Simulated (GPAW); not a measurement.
A self-consistent single point of V (Im-3m, 1 atom in the cell) with GPAW

Level of theory: PBE, GPAW PAW datasets PBE (gpaw-data 1.0.1) (plane waves; GPAW 25.7.0).

This input was run:

```python
from ase import Atoms
from ase.units import GPa
from gpaw import GPAW, PW

atoms = Atoms(['V'],
              cell=[[-1.507425, 1.507425, 1.507425],
                    [1.507425, -1.507425, 1.507425],
                    [1.507425, 1.507425, -1.507425]],
              positions=[[0.000000, 0.000000, 0.000000]],
              pbc=True)

calc = GPAW(mode=PW(800),
            xc='PBE',
            kpts=(11, 11, 11),
            occupations={'name': 'methfessel-paxton', 'width': 0.1, 'order': 0},
            nbands=-5,
            symmetry={'symmorphic': False, 'tolerance': 0.0005},
            maxiter=120,
            txt='-')

atoms.calc = calc

energy = atoms.get_potential_energy()
print('Energy (eV):', round(energy, 6))
forces = atoms.get_forces()
print('Forces (eV/Ang):')
print(forces.round(5))
stress = atoms.get_stress()
print('Stress (GPa, Voigt):', (stress / GPa).round(4))
```

Output (repeated stretches shortened):

```
Input parameters:
  kpts: [11 11 11]
  maxiter: 120
  mode: {ecut: 800.0,
         name: pw}
  nbands: -5
  occupations: {name: methfessel-paxton,
                order: 0,
                width: 0.1}
  symmetry: {symmorphic: False,
             tolerance: 0.0005}
  xc: PBE

species:
  V:
    name: Vanadium
    Z: 23.0
    valence: 13
    core: 10
    charge: 0.0
    file: V.PBE.gz

    # Using partial waves for V as LCAO basis

Reference energy: -25820.495562  # eV

Spin-paired calculation

Convergence criteria:
 Maximum [total energy] change in last 3 cyles: 0.0005 eV / valence electron
 Maximum integral of absolute [dens]ity change: 0.0001 electrons / valence electron
 Maximum integral of absolute [eigenst]ate change: 4e-08 eV^2 / valence electron
 Maximum number of scf [iter]ations: 120

Symmetries present (total): 48
Symmetries with fractional translations: 0
1331 k-points: 11 x 11 x 11 Monkhorst-Pack grid
56 k-points in the irreducible part of the Brillouin zone
       k-points in crystal coordinates                weights
   0:     0.00000000    0.00000000    0.00000000          1/1331
   1:     0.09090909    0.00000000    0.00000000         12/1331
   2:     0.09090909    0.09090909   -0.09090909          6/1331
   [... 7 lines left out ...]
          ...
  55:     0.45454545    0.45454545    0.45454545          8/1331

Wave functions: Plane wave expansion
  Cutoff energy: 800.000 eV
  Number of coefficients (min, max): 682, 718
  Pulay-stress correction: 0.000000 eV/Ang^3 (de/decut=0.000000)

Occupation numbers: Methfessel-Paxton:
  width: 0.1000  # eV
  order: 0

Eigensolver

Densities:
  Coarse grid: 18*18*18 grid
  Fine grid: 36*36*36 grid
  Total Charge: 0.000000

Density mixing:
  Method: separate
  Backend: pulay
  Linear mixing parameter: 0.05
  old densities: 5
  Damping of long wavelength oscillations: 50

Hamiltonian:
  XC and Coulomb potentials evaluated on a 36*36*36 grid
  External potential:
    NoExternalPotential

XC parameters: PBE with 2 nearest neighbor stencil

Number of atoms: 1
Number of atomic orbitals: 13
Number of bands in calculation: 11
Number of valence electrons: 13
Bands to converge: occupied

Density initialized from atomic densities
  11 bands from LCAO basis set

Atomic positions and initial magnetic moments

Positions:
   0 V      0.000000    0.000000    0.000000    ( 0.0000,  0.0000,  0.0000)

Unit cell:
           periodic     x           y           z      points  spacing
  1. axis:    yes   -1.507425    1.507425    1.507425    18     0.1184
  2. axis:    yes    1.507425   -1.507425    1.507425    18     0.1184
  3. axis:    yes    1.507425    1.507425   -1.507425    18     0.1184

  Lengths:   2.610937   2.610937   2.610937
  Angles:  109.471221 109.471221 109.471221

Effective grid spacing dv^(1/3) = 0.1329

     iter     time        total  log10-change:
                         energy   eigst   dens
iter:   1 --:--:--    -8.800917
iter:   2 --:--:--    -8.767788   -0.34  -1.44
iter:   3 --:--:--    -8.655025   -0.45  -1.47
iter:   4 --:--:--    -8.529995   -2.03  -1.65
iter:   5 --:--:--    -8.522453   -2.80  -1.87
iter:   6 --:--:--    -8.509787   -2.08  -1.95
iter:   7 --:--:--    -8.511044   -3.21  -3.15
iter:   8 --:--:--    -8.509920c  -4.29  -2.73
iter:   9 --:--:--    -8.509566c  -3.86  -3.03
iter:  10 --:--:--    -8.509559c  -5.39  -3.60
iter:  11 --:--:--    -8.509557c  -7.30  -4.35c
iter:  12 --:--:--    -8.509556c  -7.70c -4.82c

Converged after 12 iterations.

Dipole moment: (-0.000000, 0.000000, -0.000000) |e|*Ang

Energy contributions relative to reference atoms: (reference = -25820.495562)

Kinetic:         -2.931644
Potential:       +1.958462
External:        +0.000000
XC:              -7.676603
Entropy (-ST):   -0.009141
Local:           +0.144801
SIC:             +0.000000
--------------------------
Free energy:     -8.514127
Extrapolated:    -8.509556

Showing only first 2 kpts
 Kpt  Band  Eigenvalues  Occupancy
  0     4      2.76051    2.00000
  0     5      9.69211    0.00000
  0     6      9.69211    0.00000
  0     7      9.69211    0.00000

  1     4      3.08333    2.00000
  1     5      9.55739    0.00004
  1     6      9.65740    0.00000
  1     7      9.92154    0.00000

Fermi level: 9.26697

No gap
No difference between direct/indirect transitions
Energy (eV): -8.509556

Forces in eV/Ang:
  0 V    -0.00000    0.00000   -0.00000

Stress tensor:
     0.011514    -0.000000     0.000000
    -0.000000     0.011514    -0.000000
     0.000000    -0.000000     0.011514
Stress (GPa, Voigt): [ 1.8448  1.8448  1.8448 -0.      0.     -0.    ]
```

The run converged in 12 iterations. GPAW prints stress with tension positive.

The starting cell has typed, rounded lattice constants, without a prior relaxation at this level. Its lattice was rescaled by up to half a per cent. Spin polarisation is off.
